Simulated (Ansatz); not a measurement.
Consider Ag in the fcc (Cu type) structure (space group Fm-3m, No. 225; relaxed with 0.1 eV smearing).

```xyz
1
Lattice="0.0000 2.0521 2.0521 2.0521 0.0000 2.0521 2.0521 2.0521 0.0000" Properties=species:S:1:pos:R:3 pbc="T T T"
Ag     0.0000     0.0000     0.0000
```

Cartesian axes are those of the cell as printed.

Method: r2SCAN, PAW, 500 eV (Ansatz, an electronic-structure program; spin-orbit coupling left out).

Perturbation: uniaxial strain ε_zz = +3.00 %, all other strain components held at zero, atoms relaxed at fixed cell.

Problem. Predict the stress tensor and what it implies for the stiffness.

Solution. Stress of the strained cell less that of the base (GPa, compression positive):
```
   -2.4     0.0     0.0
    0.0    -2.4     0.0
    0.0     0.0    -3.4
```

Then −Δσ_ii/ε with ε = 0.0300 gives secant stiffness values (nonlinear terms included at this strain): C33 ≈ 113 GPa, C13 ≈ 82 GPa and C23 ≈ 82 GPa.

As a check, the harmonic strain energy −½ V₀ Δσ:ε is 5.5 meV/atom; the computed energy rise is 5.7 meV/atom.

Stability against distortions was not tested.
